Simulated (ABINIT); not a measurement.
A self-consistent single point of Nb (Im-3m, 1 atom in the cell) with ABINIT.

Computed with PBE, spin-orbit coupling, norm-conserving pseudopotentials (PseudoDojo nc-fr-04 PBE standard) (plane waves; ABINIT 10.0.3).

```xyz
1
Lattice="-1.6565 1.6565 1.6565 1.6565 -1.6565 1.6565 1.6565 1.6565 -1.6565" Properties=species:S:1:pos:R:3 pbc="T T T"
Nb     0.0000     0.0000     0.0000
```

Reference input (self-consistent single point, DFT, PBE, plane waves, norm-conserving pseudopotentials (PseudoDojo nc-sr-05 PBE standard)): pseudos = [Nb.upf]; ecut = 41 Ha; occopt = 3; tsmear = 0.00183747 Ha; ngkpt = 9 9 9; nshiftk = 1; shiftk = 0 0 0; potentials = PseudoDojo nc-sr-05 PBE standard; nband = 12; kptopt = 1; nstep = 50; tolvrs = 1e-11. This run's input differs from it in these lines:

```diff
@@ -1,2 +1,2 @@
-# Nb, PseudoDojo nc-sr-05 PBE standard
+# Nb, PseudoDojo nc-fr-04 PBE standard
 pp_dirpath "./"
@@ -14,5 +14,7 @@
 ecut 41
+nspinor 2
+nspden 1
 occopt 3
 tsmear 0.00183747
-nband 12
+nband 23
 kptopt 1
```

Its files differ too (potentials: PseudoDojo nc-sr-05 PBE standard → PseudoDojo nc-fr-04 PBE standard).

The program printed (abridged):

```
 pspatm: atomic psp has been read  and splines computed

   2.04308704E+02                                ecore*ucvol(ha*bohr**3)
 ==== Info on pseudopotentials ====
  Norm-conserving pseudopotentials
  Number of pseudopotentials ..    1
  Number of types of atoms   ..    1
  Calculation with spin-orbit coupling
  Max number of channels (spin-orbit included)   5
  - Atom type    1 has spin-orbit characteristics (pspso=  2)
  Nonlocal part applied using Legendre polynomials
  Max number of non-local projectors over l and type   4
  Highest angular momentum +1 .......   3
  Max number of (l,n)   components ..  15
  Max number of (l,m,n) components ..  15

 Pseudo-Core Charge Info:
   Number of radial points for pseudo-core charge .. 2501
   XC core-correction treatment (optnlxccc) ........    1
   Radius for pseudo-core charge for each type .....

  - Atom type    1 has pseudo-core radius ..  3.7300

 Info on the Q-grid used for form factors in spline form:
   Number of q-points for radial functions ffspl ..   3001
   Number of q-points for vlspl ...................   3001
   vloc is computed in Reciprocal Space
   model core charge treated in real-space

  XC functional for type 1 is -101130
  Pseudo valence available: yes

 symatm: atom number 1 is reached starting at atom
   1  1  1  1  1  1  1  1  1  1  1  1  1  1  1  1  1  1  1  1  1  1  1  1
   1  1  1  1  1  1  1  1  1  1  1  1  1  1  1  1  1  1  1  1  1  1  1  1

--- !BUG
src_file: m_inwffil.F90
src_line: 2703
mpi_rank: 0
message: |
    When nspinor2 is 2, nbd2 must be even, while it is nbd2=23
...

  Action: contact ABINIT group (please attach the output of `abinit -b`)

 abinit_abort: decision taken to exit. Check above messages for more info
Abort(13) on node 0 (rank 0 in comm 0): application called MPI_Abort(MPI_COMM_WORLD, 13) - process 0

--- !BUG
src_file: m_inwffil.F90
src_line: 2703
mpi_rank: 0
message: |
    When nspinor2 is 2, nbd2 must be even, while it is nbd2=23
...

  Action: contact ABINIT group (please attach the output of `abinit -b`)
```

The program stopped before any SCF iteration. 

The starting cell comes from a database of computed structures (which also holds hypothetical and non-ambient phases and stackings), without a prior relaxation at this level. Its lattice was rescaled by a random factor within 2.5 % of one.
